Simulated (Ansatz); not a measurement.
# A computed series for CsPbBr3: pressure series

Consider CsPbBr3 in the cubic perovskite structure (space group Pm-3m, No. 221; a = 6.003 Å).

Cell and atoms are relaxed at each pressure.

The values are results of PBE in Ansatz (plane waves to 420 eV, PAW, scalar-relativistic without spin-orbit coupling), earlier PAW set, not measurements.

### Question
Only one of these keeps a band gap. Which?
(A) pressure 3 GPa
(B) pressure 15 GPa
(C) pressure 30 GPa

### Answer
A, pressure 3 GPa. Computed: pressure 30 GPa: zero; pressure 15 GPa: zero; pressure 3 GPa: 1.30 eV

A case with no gap was solved on a k-mesh chosen for an insulator, which is coarse for it. Spin-orbit coupling, missing from the scalar runs, can matter with Pb. Load acts through the strain it causes; cell and atoms are relaxed under it. Stability against distortions was not tested. No other phases were tried under pressure. The final runs are not spin-polarised. Many cubic perovskites are stable only at high temperature; tilts and polar distortions were not tested. This is not the structure that CsPbBr3 has at room temperature and ambient pressure. A zero or small gap of CsPbBr3 under pressure 30 GPa and CsPbBr3 under pressure 15 GPa can be the functional's error rather than a property of the material.

Ansatz is a quantum-chemistry and plane-wave program.
